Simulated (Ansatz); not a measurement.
# Effect of biaxial strain −1.84 %, plane normal [110], relaxed out of plane on HfO2

Consider HfO₂ in the fluorite structure (space group Fm-3m, No. 225; a = 5.0589 Å). Axes: x, y, z lie along the cube axes.

One thing is altered: biaxial strain −1.84 %, plane normal [110], relaxed out of plane (Cartesian); in-plane vectors clamped, the third vector and the atoms free.

Calculations: r2SCAN, PAW, 500 eV (Ansatz, a program for electronic structure; spin-orbit coupling left out), earlier PAW set. k-mesh 11×11×11 (Γ-centred); smearing 0.05 eV (Fermi–Dirac).

```json
[
 {"quantity": "volume per atom", "base": "10.79 Å³", "changed": "10.57 Å³", "shift": "-0.22 Å³"},
 {"quantity": "space group", "base": "Fm-3m (No. 225)", "changed": "Immm (No. 71)", "shift": "–"},
 {"quantity": "energy relative to the base (free energy F)", "base": "0 meV/atom", "changed": "+11 meV/atom", "shift": "+11 meV/atom"},
 {"quantity": "pressure (mean of the normal stresses, compression positive)", "base": "0.00 GPa", "changed": "5.85 GPa", "shift": "+5.85 GPa"},
 {"quantity": "band gap", "base": "4.30 eV", "changed": "4.21 eV", "shift": "-0.09 eV"},
 {"quantity": "gap character", "base": "–", "changed": "direct at X", "shift": "–"},
 {"quantity": "out-of-plane strain", "base": "–", "changed": "+1.70 %", "shift": "–"},
 {"quantity": "ratio −ε⊥/ε∥", "base": "–", "changed": "0.92", "shift": "–"},
 {"quantity": "mean in-plane stress (compression positive)", "base": "–", "changed": "+8.8 GPa", "shift": "–"}
]
```

Cost of the whole job for the changed cell (relaxation, final SCF and bands): roughly 70 core-seconds.

Spin-orbit coupling, missing from the scalar runs, can matter with Hf. Whether these cells are dynamically stable was not tested. This is not the structure that HfO2 has at room temperature and ambient pressure. Labels are those of the standard path for the cell's own space group.
